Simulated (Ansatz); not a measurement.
The reference is a 12-atom supercell of SnS2 in the rutile structure (space group P4_2/mnm, No. 136; a = 6.071 Å, c = 3.788 Å; a hypothetical phase, not in the database extracts checked) at its relaxed geometry.

Computed with DFT with PBEsol, PAW potentials and a 420 eV plane-wave cutoff in Ansatz (a quantum-chemistry and plane-wave program), spin-orbit coupling left out.

Base values:

```
Item        Result
--------  --------
Pressure  -0.1 GPa
```

Modification: a neutral Sn interstitial (started 2.29 Å from the nearest host atom), atoms relaxed at fixed cell, starting from a slightly rattled geometry.

**Question.** How does this affect the pressure?

**Answer.** The pressure goes up by 3.0 GPa (-0.1 GPa → 2.9 GPa).

**Question.** Estimate the effect on the final site of the added atom.

**Answer.** The final site of the added atom comes out as 6 S at 2.65–2.78 Å.

**Question.** Estimate the effect on the largest displacement of a host atom from its site in the perfect cell.

**Answer.** The largest displacement of a host atom from its site in the perfect cell amounts to 0.64 Å.

The cell is small, so the values are those of an ordered compound at a high defect concentration; dilute-limit values will differ. The mesh was chosen for an insulator and is coarse for the gapless case. The final runs are not spin-polarised. The defect cell is not spin-polarised.
